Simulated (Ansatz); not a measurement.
Cost and result by functional for the surface energy of the (31-42) surface of hcp Ru in its 1x1 cell, outermost plane spacing 0.21 Å in the ideal cut, in Ansatz (plane waves, PAW). Single points on the PBE structure, on one kind of machine; costs are rough ratios of the slab run's core time (references not counted) to the cheapest single point. r2SCAN's cost holds its higher cutoff (500 against 420 eV). Differences are taken against r2SCAN for comparison alone: no measured value is at hand, so the table doesn't rank accuracy.

Set-up: 34 atoms, 10.2 Å thick at the start (thin: gaps and levels are the slab's own); mesh 6x6x1; 0.1 eV smearing; dipole correction on; all atoms relaxed; symmetry of the start imposed; no spin, no spin-orbit, no U. These notes are the PBE run's.

```
functional                     relative cost  surface energy (J/m²)  less r2SCAN (J/m²)
-----------------------------  -------------  ---------------------  ------------------
PBEsol                                     1                   3.70                0.21
LDA                                        1                   3.89                0.40
RPBE                                       1                   2.98               -0.51
r2SCAN                                     2                   3.49                0.00
PBE (the relaxed run's value)              –                   3.25               -0.25
```

The values span 0.90 J/m², while the single points' costs differ by a factor of roughly 2. Differences are of unrounded values.

Ansatz is an electronic-structure program.
